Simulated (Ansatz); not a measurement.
Consider YN in the rock salt structure (space group Fm-3m, No. 225; a = 4.8957 Å). Axes: x, y, z lie along the cube axes.

Levels (all Ansatz, an electronic-structure program, PAW): r2SCAN (500 eV, no spin-orbit coupling); HSE06 (420 eV, no SOC).

Its gap is 0.58 eV with r2SCAN and 1.10 eV with HSE06.

Now apply this change: strain tensor (xx, yy, zz, yz, xz, xy) = (−1.58, +0.49, −0.03, +0.64, +1.53, −0.11) %; the atoms relax in the strained cell.

With r2SCAN the gap becomes 0.42 eV.

Question: If the HSE06 correction stayed the same, what would the HSE06 gap be, and what does the HSE06 run give?

Answer: A rigid correction of +0.52 eV gives 0.94 eV. The HSE06 run gives 0.94 eV, so the two effects roughly add.

Single points use the geometry relaxed with r2SCAN. HSE06 was sampled on its mesh, a few special points and the semilocal edge points, so its gap is an upper bound. Stability against distortions was not tested.
